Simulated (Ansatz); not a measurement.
The starting structures come from a database of crystals and need not be the phases stable at ambient conditions.

 Where the default PAW files enter, the runs use the earlier of Ansatz's two default sets.

Crystal: RbLaS₂ (R-3m, not sure to be the ambient phase, 4 atoms a cell, 30.9 Å³ an atom); planes in its conventional cell.

Calculation: r2SCAN (plane waves, PAW; Ansatz, a quantum-chemistry and plane-wave program).

The gap is the functional's own, uncorrected, and κ follows it; spin-orbit coupling is left out. Mid-gap values are interpolated between the computed energies.

| plane | area of the cell (Å²) | mid-gap κ (1/Å) | largest κ in the gap (1/Å) |
|---|---|---|---|
| (001) | 16.1 | 0.32 | 0.33 |
| (101) | 33.5 | ___ | ___ |

The slowest decay depends on the direction. Supply the withheld values.


- (101), mid-gap κ (1/Å): 0.29
- (101), largest κ in the gap (1/Å): 0.30
